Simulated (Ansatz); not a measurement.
## CsI in the CsCl type structure (space group Pm-3m, No. 221)

```cif
data_CsI
_chemical_formula_sum 'Cs1 I1'
_space_group_name_H-M_alt 'P 1'
_space_group_IT_number 1
_cell_length_a 4.61004
_cell_length_b 4.61004
_cell_length_c 4.61004
_cell_angle_alpha 90.000
_cell_angle_beta 90.000
_cell_angle_gamma 90.000
loop_
_space_group_symop_operation_xyz
  'x, y, z'
loop_
_atom_site_label
_atom_site_type_symbol
_atom_site_fract_x
_atom_site_fract_y
_atom_site_fract_z
_atom_site_occupancy
Cs1 Cs 0.00000 0.00000 0.00000 1
I1 I 0.50000 0.50000 0.50000 1
```

Level of theory: r2SCAN in Ansatz (plane waves to 500 eV, PAW, without spin-orbit coupling). Settings: 7×7×7 k-points, 0.05 eV Fermi–Dirac smearing.

The volume per atom is 48.99 Å³ and the density comes out as 4.40 g/cm³. The band gap is 4.51 eV, indirect, M → Γ, the electron mass is 0.29 mₑ and the lowest conduction-band minima above the VBM is Γ 4.51 eV; M along ⟨110⟩ 4.77 eV. The total energy comes out as -6608.754 eV/atom (σ→0; compares only within this code and set-up).

With I present, leaving out spin-orbit coupling can change the band edges. Masses are band curvatures over ±0.01 Å⁻¹ around the edge. Whether these cells are dynamically stable was not tested.

Ansatz is a program for electronic structure.
